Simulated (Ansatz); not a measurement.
## Carrier properties of ZnS under load (space group P6_3mc)

Input:

```xyz
4
Lattice="3.7584 0.0000 0.0000 -1.8792 3.2549 0.0000 0.0000 0.0000 6.2321" Properties=species:S:1:pos:R:3 pbc="T T T"
Zn     0.0000     2.1699     0.0087
Zn     1.8792     1.0850     3.1247
S      0.0000     2.1699     2.3283
S      1.8792     1.0850     5.4443
```

All values below come from PBEsol with spin-orbit coupling, rigid bands (plane waves, PAW; Ansatz, a program for electronic structure). Condition of this run: biaxial stress xx = yy = 1 GPa (compression positive) (the target of the relaxation). Geometry: cell and atoms relaxed with PBEsol, then loaded as said.

```yaml
band_gap: 2.14 eV
electron conductivity mass (300 K, dilute): 0.196 (x), 0.196 (y), 0.163 (z) mₑ
hole conductivity mass (300 K, dilute): 0.97 (x), 0.97 (y), 1.55 (z) mₑ
effective density of states N_c (300 K): 2.0e18 cm⁻³
effective density of states N_v (300 K): 3.1e19 cm⁻³
density_of_states_mass_electrons: 0.184 mₑ
density_of_states_mass_holes: 1.15 mₑ
Seebeck coefficient, n-type 1e19 cm⁻³, 300 K: -107 μV/K
Seebeck coefficient, p-type 1e19 cm⁻³, 300 K: 353 μV/K
```

Rigid bands; masses and Seebeck coefficients take one relaxation time τ for all states and one kind of carrier; polarons and phonon drag are left out.
